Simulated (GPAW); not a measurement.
```
CELL_PARAMETERS angstrom
      4.54985     0.00000     0.00000
      0.00000     4.54985     0.00000
      0.00000     0.00000     4.54985
ATOMIC_POSITIONS crystal
  Cr 0.25000 0.00000 0.50000
  Cr 0.75000 0.00000 0.50000
  Cr 0.50000 0.75000 0.00000
  Cr 0.50000 0.25000 0.00000
  Cr 0.00000 0.50000 0.75000
  Cr 0.00000 0.50000 0.25000
  Ge 0.00000 0.00000 0.00000
  Ge 0.50000 0.50000 0.50000
```

Level of theory: LDA (Perdew-Wang 92), GPAW PAW datasets LDA (gpaw-data 1.0.1) (plane waves; GPAW).

The set-up and first iterations of a GPAW log for Cr₃Ge (Pm-3n, 8 atoms in the cell):

```
Input parameters:
  convergence: {density: 1e-05,
                energy: 1e-05}
  kpts: [5 5 5]
  maxiter: 150
  mode: {ecut: 850,
         name: pw}
  nbands: -12
  occupations: {name: methfessel-paxton,
                order: 0,
                width: 0.272}
  symmetry: {symmorphic: False,
             tolerance: 0.0005}

species:
  Cr:
    name: Chromium
    Z: 24.0
    valence: 6
    core: 18
    charge: 0.0
    file: Cr.LDA.gz

    # Using partial waves for Cr as LCAO basis

  Ge:
    name: Germanium
    Z: 32.0
    valence: 4
    core: 28
    charge: 0.0
    file: Ge.LDA.gz

    # Using partial waves for Ge as LCAO basis

Reference energy: -285195.735599  # eV

Spin-paired calculation

Convergence criteria:
 Maximum [total energy] change in last 3 cyles: 1e-05 eV / valence electron
 Maximum integral of absolute [dens]ity change: 1e-05 electrons / valence electron
   [... lines left out ...]

Hamiltonian:
  XC and Coulomb potentials evaluated on a 64*64*64 grid
  External potential:
    NoExternalPotential

Number of atoms: 8
Number of atomic orbitals: 62
Number of bands in calculation: 34
Number of valence electrons: 44
Bands to converge: occupied

Density initialized from atomic densities
  34 bands from LCAO basis set

Atomic positions and initial magnetic moments

Positions:
   0 Cr     1.137461    0.000000    2.274923    ( 0.0000,  0.0000,  0.0000)
   1 Cr     3.412384    0.000000    2.274923    ( 0.0000,  0.0000,  0.0000)
   2 Cr     2.274923    3.412384    0.000000    ( 0.0000,  0.0000,  0.0000)
   3 Cr     2.274923    1.137461    0.000000    ( 0.0000,  0.0000,  0.0000)
   4 Cr     0.000000    2.274923    3.412384    ( 0.0000,  0.0000,  0.0000)
   5 Cr     0.000000    2.274923    1.137461    ( 0.0000,  0.0000,  0.0000)
   6 Ge     0.000000    0.000000    0.000000    ( 0.0000,  0.0000,  0.0000)
   7 Ge     2.274923    2.274923    2.274923    ( 0.0000,  0.0000,  0.0000)

Unit cell:
           periodic     x           y           z      points  spacing
  1. axis:    yes    4.549845    0.000000    0.000000    32     0.1422
  2. axis:    yes    0.000000    4.549845    0.000000    32     0.1422
  3. axis:    yes    0.000000    0.000000    4.549845    32     0.1422

  Lengths:   4.549845   4.549845   4.549845
  Angles:   90.000000  90.000000  90.000000

Effective grid spacing dv^(1/3) = 0.1422
     iter     time        total  log10-change:
                         energy   eigst   dens
iter:   1 --:--:--   -85.475721
iter:   2 --:--:--   -83.778771   +0.20  -0.85
iter:   3 --:--:--   -84.966461   -0.46  -0.85
iter:   4 --:--:--   -76.218188   +0.80  -0.82
iter:   5 --:--:--   -78.345665   +0.17  -1.47
```

Will this run converge, and how will it end?

The run converged in 79 iterations. Its thresholds were met; that alone does not show that basis and mesh suffice. It ends on: free energy E − TS (from the program's reference atoms) -75.4785 eV; Fermi level (on the code's own zero) 11.60 eV; pressure -10.56 GPa. The log goes on:

```
   [... 13 lines left out ...]
iter:  19 --:--:--   -75.400596   -1.99  -2.71
iter:  20 --:--:--   -75.388632   -1.35  -2.18
iter:  21 --:--:--   -75.366638   -2.67  -2.29
   [... lines left out ...]
iter:  65 --:--:--   -75.366753c  -6.34  -5.26c
iter:  66 --:--:--   -75.366757c  -6.49  -5.08c
iter:  67 --:--:--   -75.366753c  -6.37  -5.05c
iter:  68 --:--:--   -75.366753c  -6.62  -4.86
iter:  69 --:--:--   -75.366748c  -6.35  -4.86
iter:  70 --:--:--   -75.366750c  -6.76  -4.49
iter:  71 --:--:--   -75.366752c  -6.77  -4.53
iter:  72 --:--:--   -75.366755c  -6.84  -4.71
iter:  73 --:--:--   -75.366756c  -6.91  -4.93
iter:  74 --:--:--   -75.366757c  -7.09  -5.16c
iter:  75 --:--:--   -75.366756c  -7.22  -5.19c
iter:  76 --:--:--   -75.366756c  -7.20  -5.26c
iter:  77 --:--:--   -75.366756c  -7.39  -5.47c
iter:  78 --:--:--   -75.366755c  -7.28  -5.56c
iter:  79 --:--:--   -75.366755c  -7.50c -5.42c
Converged after 79 iterations.

Dipole moment: (0.000000, 0.000000, -0.000000) |e|*Ang

Energy contributions relative to reference atoms: (reference = -285195.735599)

Kinetic:        -22.323905
Potential:       -1.063804
External:        +0.000000
XC:             -52.685734
Entropy (-ST):   -0.223544
Local:           +0.818460
SIC:             +0.000000
--------------------------
Free energy:    -75.478527
Extrapolated:   -75.366755

Showing only first 2 kpts
 Kpt  Band  Eigenvalues  Occupancy
  0    20     12.22688    0.00116
  0    21     12.22688    0.00116
  0    22     12.22688    0.00116
  0    23     12.88625    0.00000

  1    20     11.95864    0.06374
  1    21     12.16258    0.00356
  1    22     12.16258    0.00356
  1    23     12.64388    0.00000

Fermi level: 11.60206

No gap
No difference between direct/indirect transitions
Energy (eV): -75.366755

Forces in eV/Ang:
  0 Cr   -0.00000   -0.00000    0.00000
  1 Cr    0.00000   -0.00000    0.00000
  2 Cr    0.00000   -0.00000    0.00000
  3 Cr    0.00000   -0.00000    0.00000
  4 Cr   -0.00000    0.00000    0.00000
  5 Cr   -0.00000    0.00000    0.00000
  6 Ge   -0.00000    0.00000    0.00000
  7 Ge    0.00000    0.00000    0.00000

Stress tensor:
     0.065911     0.000000     0.000000
     0.000000     0.065911     0.000000
     0.000000     0.000000     0.065911
Stress (GPa, Voigt): [10.5601 10.5601 10.5601  0.      0.      0.    ]
```

For comparison: a first run (DFT PBEsol, plane waves, GPAW PAW datasets PBEsol (made by gpaw-setup)) was changed to give this one (xc: PBEsol → LDA; potentials: GPAW PAW datasets LDA (gpaw-data 1.0.1)), and from it to this one the pressure goes from -2.76 to -10.56 GPa.

The starting cell comes from a database of computed structures (which also holds hypothetical and non-ambient phases and stackings), without a prior relaxation at this level. Its lattice was rescaled by a random factor within 2.5 % of one. Spin polarisation is off. With a pressure of about -11 GPa the cell is away from its equilibrium volume at this level.

The run was DFT LDA (Perdew-Wang 92), plane waves, GPAW PAW datasets LDA (gpaw-data 1.0.1). Main settings of its input:

- mode: pw
- ecut: 850 eV
- xc: LDA
- kpts: 5 5 5
- mesh shift (steps): 0 0 0
- occupations.name: methfessel-paxton
- occupations.width: 0.272 eV
- occupations.order: 0
- nbands: -12
- convergence.density: 1e-05 e/electron
- convergence.energy: 1e-05 eV/electron
- symmetry.symmorphic: false
